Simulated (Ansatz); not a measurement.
Start from Zr in the hcp (Mg type) structure (space group P6_3/mmc, No. 194; a = 3.144 Å, c = 5.093 Å; relaxed with 0.1 eV smearing). Axes: x lies along a and z along c of the hexagonal cell.

Computed with LDA (Ansatz, a quantum-chemistry and plane-wave program), scalar-relativistic without spin-orbit coupling.

Base values:

The shortest interatomic distance comes out as 3.127 Å and the band gap is zero.

The change: the cell is stretched by 0.50 % along z with no lateral relaxation, atoms relaxed at fixed cell.

**Question.** How does this affect the stress?

**Answer.** The stress (xx, yy, zz, yz, xz, xy; compression positive) is (-0.4, -0.4, -0.9, 0.0, 0.0, 0.0) GPa.

**Question.** What happens to the shortest interatomic distance?

**Answer.** The shortest interatomic distance increases by 0.010 Å to 3.137 Å.

**Question.** How does this affect the energy relative to the base?

**Answer.** The energy is nearly the same.

**Question.** How does this affect the band gap?

**Answer.** The band gap stays zero.

The cells carry an imposed strain or load. No phonon test of stability was made. The final runs are not spin-polarised.
